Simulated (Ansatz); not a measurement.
AgCl, response to strain

Consider AgCl in the rock salt structure (space group Fm-3m, No. 225; a = 5.4475 Å). Axes: x, y, z lie along the cube axes.

Strains are applied to the cell and any free atomic positions relax; under biaxial strain the out-of-plane vector relaxes too.

Computed with plane-wave PAW DFT at the PBEsol level (Ansatz, a program for electronic structure, 420 eV), scalar-relativistic without spin-orbit coupling.

Candidates:
(a) biaxial strain −1.67 %, plane normal [111], relaxed out of plane
(b) biaxial strain +2.50 %, plane normal [111], relaxed out of plane
(c) biaxial strain −0.42 %, plane normal [111], relaxed out of plane
(d) biaxial strain +1.25 %, plane normal [111], relaxed out of plane
(e) biaxial strain −2.08 %, plane normal [111], relaxed out of plane

Order them by out-of-plane strain, lowest first.

(b) biaxial strain +2.50 %, plane normal [111], relaxed out of plane (-4.31 %), (d) biaxial strain +1.25 %, plane normal [111], relaxed out of plane (-2.14 %), (c) biaxial strain −0.42 %, plane normal [111], relaxed out of plane (+0.72 %), (a) biaxial strain −1.67 %, plane normal [111], relaxed out of plane (+2.82 %), (e) biaxial strain −2.08 %, plane normal [111], relaxed out of plane (+3.50 %)

Whether these cells are dynamically stable was not tested.
